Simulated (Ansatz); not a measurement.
**CaV2O6 (C2/m, No. 12, 9 atoms in the cell)**

These are LDA (PAW; Ansatz, a quantum-chemistry and plane-wave program) values and carry that method's errors.

Run with plane-wave cutoff 500 eV, 12×12×6 k mesh (along the axes of the cell as run), gaussian smearing 0.02 eV, no spin polarisation, scalar-relativistic PAW data made under PBE.

Cell (relaxed at this level):

```yaml
crystal:
  lattice:
    - [4.83865, -1.79282, -0.04384]
    - [4.83865, 1.79282, -0.04384]
    - [-1.73016, 0.00000, 6.81980]
  atoms:
    - { symbol: Ca, position: [0.00000, 0.00000, 0.00000] }
    - { symbol: V, position: [0.22818, 0.22818, 0.66828] }
    - { symbol: V, position: [0.77182, 0.77182, 0.33172] }
    - { symbol: O, position: [0.74498, 0.74498, 0.60041] }
    - { symbol: O, position: [0.25502, 0.25502, 0.39959] }
    - { symbol: O, position: [0.35416, 0.35416, 0.88013] }
    - { symbol: O, position: [0.64584, 0.64584, 0.11987] }
    - { symbol: O, position: [0.07399, 0.07399, 0.71822] }
    - { symbol: O, position: [0.92601, 0.92601, 0.28178] }
```

For CaV2O6 (C2/m, No. 12, 9 atoms in the cell), the band gap is 2.78 eV (on the SCF k mesh).

Note: the relaxation could not lower the start's symmetry, so the cell can be a saddle point above a distorted one.

Static lattice: no zero-point or thermal effects.
